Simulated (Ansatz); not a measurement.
System: HfO2 (P4₂/mnm, No. 136, 6 atoms in the cell; start mp-776532; a measured phase of this formula has another space group). Method: r²SCAN+SOC in Ansatz (PAW).

Numerical settings: plane-wave cutoff 560 eV, 8×8×10 k mesh (along the axes of the cell as run), Fermi–Dirac smearing 0.01 eV, PAW data made under PBE.

Cell (relaxed with PBEsol):

```xyz
6
Lattice="4.8301 0.0000 0.0000 0.0000 4.8301 0.0000 0.0000 0.0000 3.2099" Properties=species:S:1:pos:R:3 pbc="T T T"
Hf     0.0000     0.0000     0.0000
Hf     2.4151     2.4151     1.6049
O      0.9418     3.8883     1.6049
O      3.8883     0.9418     1.6049
O      3.3568     3.3568     0.0000
O      1.4733     1.4733     0.0000
```

Estimate the band gap that the calculation returns.


band gap: 4.54 eV (direct)

Note: cell and atoms aren't relaxed at this level (pressure 1.3 GPa).

The computed numbers hold no vibrational or temperature effects.

Cost on a shared machine: roughly 15 core-minutes.

A start named mp-… is a Materials Project structure, which need not be a measured phase.

Ansatz is a first-principles code.
